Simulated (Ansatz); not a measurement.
Results of RPBE (Ansatz, a quantum-chemistry and plane-wave program, plane waves, PAW) for A15 Mo3Si.

Run with plane-wave cutoff 520 eV, 12×12×12 k mesh, Fermi–Dirac smearing 0.05 eV, no spin polarisation, scalar-relativistic PAW data made under PBE.

Cell (relaxed at this level):

```cif
data_Mo6Si2
_chemical_formula_sum 'Si2 Mo6'
_space_group_name_H-M_alt 'P 1'
_space_group_IT_number 1
_cell_length_a 4.92743
_cell_length_b 4.92743
_cell_length_c 4.92743
_cell_angle_alpha 90.000
_cell_angle_beta 90.000
_cell_angle_gamma 90.000
loop_
_space_group_symop_operation_xyz
  'x, y, z'
loop_
_atom_site_label
_atom_site_type_symbol
_atom_site_fract_x
_atom_site_fract_y
_atom_site_fract_z
_atom_site_occupancy
Si1 Si 0.50000 0.50000 0.50000 1
Si2 Si 0.00000 0.00000 0.00000 1
Mo1 Mo 0.25000 0.00000 0.50000 1
Mo2 Mo 0.50000 0.25000 0.00000 1
Mo3 Mo 0.50000 0.75000 0.00000 1
Mo4 Mo 0.75000 0.00000 0.50000 1
Mo5 Mo 0.00000 0.50000 0.75000 1
Mo6 Mo 0.00000 0.50000 0.25000 1
```

Q: Give the computed bulk modulus and pressure derivative B′ of the bulk modulus.

A: 
* **bulk modulus**: 239 GPa
* **pressure derivative B′ of the bulk modulus**: 4.4

The run finds no gap.
